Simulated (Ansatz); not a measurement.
Migration barriers of interstitials in oxides: PBE bands (Ansatz, a first-principles code, plane waves to 420 eV, PAW, climbing-image NEB) beside the CHGNet universal potential on its own band (it has no charge state). Forward barriers of single hops from the lowest site run, static nuclei, no finite-size correction. The rows are a random draw from the bands that converged and passed our checks of state and shape. Saddle orders were checked for a part of the study's bands only and are not shown. Charge states are imposed. Spin-orbit coupling is left out.

| Defect | Route | Hop (Å), direction in the unit cell | End over start, densest mesh run (eV) | Cell and PBE mesh | CHGNet k-points | PBE (eV) |
|---|---|---|---|---|---|---|
| interstitial Na in polar orthorhombic HfO2, charge +1 | Na moves farthest | 3.48 along (-0.50, 0.45, 0.00) | 0.00 | 96 sites, Γ | none | 2.51 |
| interstitial F in rutile SnO2, charge -1 | F moves farthest | 1.64 along (0.00, 0.06, 0.50) | 0.00 | 72 sites, one k-point at (0.250, 0.250, 0.250) | none | 0.09 |
| interstitial F in rock-salt MgO, charge -1 | F moves farthest | 2.12 along (0.50, 0.00, 0.00) | 0.00 | 64 sites, Γ | none | 0.96 |
| interstitial O in ferroelectric LiNbO3, charge -2 | O moves farthest | 1.25 along (0.12, -0.11, -0.05) | 0.00 | 120 sites, Γ | none | 0.62 |
| interstitial K in beta Ga2O3, charge +1 | K moves farthest | 1.70 along (0.03, 0.50, 0.12) | 0.00 | 120 sites, Γ | none | 0.24 |
| interstitial Al in alpha quartz, charge +3 | Al moves farthest | 1.82 along (-0.03, -0.01, -0.33) | 0.00 | 72 sites, Γ | none | 0.31 |
| interstitial Mg in beta Ga2O3, charge +2 | Mg moves farthest | 1.60 along (0.04, 0.50, 0.01) | 0.11 | 120 sites, Γ | none | 0.37 |
| interstitial Cu in rock-salt CaO, charge +1 | Cu moves farthest | 1.21 along (0.00, 0.00, -0.25) | 0.07 | 64 sites, Γ | none | 0.08 |

### Question
What does CHGNet give for each row, and how does it differ from PBE over these rows?

### Answer
In the order of the rows: 2.02, 0.12, 0.97, 0.28, 0.18, 0.09, 0.37, 0.07 eV. Against PBE it lies higher in 0 of 8 rows and lower in 3 (differences over 0.07 eV). The mean difference is -0.13 eV (median -0.03) and the mean size 0.14 eV; the largest, -0.49 eV, is in row 1.
